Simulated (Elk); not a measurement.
A self-consistent single point of CuRu₃ (I4/mmm, 4 atoms in the cell) with Elk.

Method: LDA (PW92), all-electron FP-LAPW, Elk's shipped species files, APW+lo basis with extra local orbitals (Elk).

```yaml
crystal:
  lattice:
    - [-1.86921, 1.86921, 3.94628]
    - [1.86921, -1.86921, 3.94628]
    - [1.86921, 1.86921, -3.94628]
  atoms:
    - { symbol: Cu, position: [0.00000, 0.00000, 0.00000] }
    - { symbol: Ru, position: [0.75000, 0.25000, 0.50000] }
    - { symbol: Ru, position: [0.25000, 0.75000, 0.50000] }
    - { symbol: Ru, position: [0.50000, 0.50000, 0.00000] }
```

Reference input (self-consistent single point, DFT, PBEsol, all-electron FP-LAPW, Elk's shipped species files, APW+lo basis with extra local orbitals): xctype = 22; rgkmax = 8; stype = 0; swidth = 0.00367493 Ha; ngridk = 8 8 8; tforce = true; gmaxvr = 18 1/bohr; lmaxapw = 10; lmaxo = 8; nxlo = 2; lorbcnd = true; lradstp = 2. This run's input differs from it in these lines:

```diff
@@ -4,3 +4,3 @@
 xctype
-  22
+  3
```

Output, abridged:

```
│ Self-consistent loop started │
│ Loop number : 1 │
 total energy                :     -15212.9918978
│ Loop number : 2 │
 total energy                :     -15215.3098199
RMS change in Kohn-Sham potential (target) :   0.4034544432     (  0.1000000000E-05)
Absolute change in total energy (target)   :    2.317922113     (  0.1000000000E-03)
│ Loop number : 3 │
 total energy                :     -15229.1461481
RMS change in Kohn-Sham potential (target) :   0.2765825606     (  0.1000000000E-05)
Absolute change in total energy (target)   :    14.41580872     (  0.1000000000E-03)
│ Loop number : 4 │
   [... lines left out ...]
Absolute change in total energy (target)   :   0.2522099730E-03 (  0.1000000000E-03)
│ Loop number : 21 │
 total energy                :     -15234.7440790
RMS change in Kohn-Sham potential (target) :   0.4139183321E-06 (  0.1000000000E-05)
Absolute change in total energy (target)   :   0.1838906664E-03 (  0.1000000000E-03)
│ Loop number : 22 │
 total energy                :     -15234.7440907
RMS change in Kohn-Sham potential (target) :   0.3732636679E-06 (  0.1000000000E-05)
Absolute change in total energy (target)   :   0.5772528675E-04 (  0.1000000000E-03)
Convergence targets achieved

│ Loop number : 23 │

Energies :
 Fermi                       :     0.431970277407
 total energy                :     -15234.7440792

Density of states at Fermi energy :    141.3755365
 (states/Hartree/unit cell)

Estimated indirect band gap :   0.1346768783E-02
 from k-point     17 to k-point     23
Estimated direct band gap   :   0.3048827420E-02
 at k-point     38

Charges :
 core                        :    96.00000000
 valence                     :    65.00000000
 interstitial                :    6.889470725
 muffin-tins (core leakage)
  species :    1 (Cu)
   atom    1                 :    27.76063447     (  0.6220756240E-03)
  species :    2 (Ru)
   atom    1                 :    42.12939815     (  0.3434616325E-06)
   atom    2                 :    42.12939815     (  0.3434616325E-06)
   [... lines left out ...]
   total force               :     0.00000000    0.00000000   -0.00000000
   total magnitude           :     0.00000000
  atom :    3
   Hellmann-Feynman          :     0.00000000    0.00000000   -0.00000000
   IBS                       :     0.00000000    0.00000000    0.00000000
   total force               :     0.00000000    0.00000000    0.00000000
   total magnitude           :     0.00000000
```

The run converged in 23 iterations. The count includes the last loop, which Elk runs after its targets are met. 

The starting cell comes from a database of computed structures (which also holds hypothetical and non-ambient phases and stackings), without a prior relaxation at this level. Its lattice was rescaled by a random factor within 2.5 % of one. Spin polarisation is off. Values depend on the basis (sphere radii, cutoffs, local orbitals), which need not be converged. The log's line on a gap gives a spacing of levels on this mesh, which the program prints for metals too.

Cost on one core of a shared machine: roughly 4 min.
